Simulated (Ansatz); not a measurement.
Take CdS in the wurtzite structure (space group P6_3mc, No. 186; a = 4.196 Å, c = 6.830 Å) as the base. Axes: x lies along a and z along c of the hexagonal cell.

Levels (all Ansatz, a first-principles code, PAW): PBE (420 eV, without spin-orbit coupling); r2SCAN (500 eV, scalar-relativistic without spin-orbit coupling).

Its gap is 1.11 eV with PBE and 1.57 eV with r2SCAN.

Modification: compressive biaxial strain of 4.11 % in the plane normal to [001], as in epitaxy on a mismatched substrate; the out-of-plane cell vector and the atoms relax.

With PBE the gap becomes 1.00 eV.

Question: If the r2SCAN correction stayed the same, what would the r2SCAN gap be, and what does the r2SCAN run give?

Answer: A rigid correction of +0.46 eV gives 1.46 eV. The r2SCAN run gives 1.45 eV, so the two effects roughly add.

Single points use the geometry relaxed with PBE. Whether these cells are dynamically stable was not tested.
